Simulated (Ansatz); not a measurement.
# A computed series for Zr: response to strain

Take Zr in the hcp (Mg type) structure (space group P6_3/mmc, No. 194; relaxed with 0.1 eV smearing) as the base.

```
Zr
1.0
    3.14377     0.00000     0.00000
   -1.57189     2.72259     0.00000
    0.00000     0.00000     5.09284
Zr
2
Cartesian
  1.57189   0.90753   3.81963
  0.00000   1.81506   1.27321
```

Cartesian axes are those of the cell as printed.

Strains are applied to the cell and any free atomic positions relax.

All numbers come from plane-wave PAW DFT at the LDA level (Ansatz, a quantum-chemistry and plane-wave program, 420 eV), no spin-orbit coupling.

Notes on the quantities. pressure: mean of the normal stresses, compression positive; energy relative to the base: free energy F.

```json
[
 {"case": "base", "largest internal atomic displacement": "–", "pressure": "0.0 GPa", "volume per atom": "21.80 Å³", "energy relative to the base": "0 meV/atom"},
 {"case": "uniaxial strain ε_xx = −3.00 %", "largest internal atomic displacement": "0.097 Å", "pressure": "2.8 GPa", "volume per atom": "21.14 Å³", "energy relative to the base": "+7.3 meV/atom"},
 {"case": "uniaxial strain ε_xx = −2.50 %", "largest internal atomic displacement": "0.073 Å", "pressure": "2.4 GPa", "volume per atom": "21.25 Å³", "energy relative to the base": "+5.2 meV/atom"},
 {"case": "uniaxial strain ε_xx = −2.00 %", "largest internal atomic displacement": "0.054 Å", "pressure": "2.0 GPa", "volume per atom": "21.36 Å³", "energy relative to the base": "+3.4 meV/atom"},
 {"case": "uniaxial strain ε_xx = −1.50 %", "largest internal atomic displacement": "0.039 Å", "pressure": "1.5 GPa", "volume per atom": "21.47 Å³", "energy relative to the base": "+1.9 meV/atom"},
 {"case": "uniaxial strain ε_xx = −1.00 %", "largest internal atomic displacement": "0.024 Å", "pressure": "1.0 GPa", "volume per atom": "21.58 Å³", "energy relative to the base": "+0.9 meV/atom"},
 {"case": "uniaxial strain ε_xx = +0.50 %", "largest internal atomic displacement": "–", "pressure": "-0.5 GPa", "volume per atom": "21.90 Å³", "energy relative to the base": "+0.2 meV/atom"},
 {"case": "uniaxial strain ε_xx = +1.00 %", "largest internal atomic displacement": "0.017 Å", "pressure": "-1.0 GPa", "volume per atom": "22.01 Å³", "energy relative to the base": "+0.9 meV/atom"},
 {"case": "uniaxial strain ε_xx = +2.50 %", "largest internal atomic displacement": "0.036 Å", "pressure": "-2.4 GPa", "volume per atom": "22.34 Å³", "energy relative to the base": "+5.5 meV/atom"},
 {"case": "uniaxial strain ε_xx = +3.00 %", "largest internal atomic displacement": "___", "pressure": "___", "volume per atom": "22.45 Å³", "energy relative to the base": "___"}
]
```

Problem. Fill in the withheld entries from the trend.

Solution. 
- uniaxial strain ε_xx = +3.00 %, largest internal atomic displacement: 0.042 Å
- uniaxial strain ε_xx = +3.00 %, pressure: -2.9 GPa
- uniaxial strain ε_xx = +3.00 %, energy relative to the base: +7.8 meV/atom

Stability against distortions was not tested. All final runs are without spin polarisation.
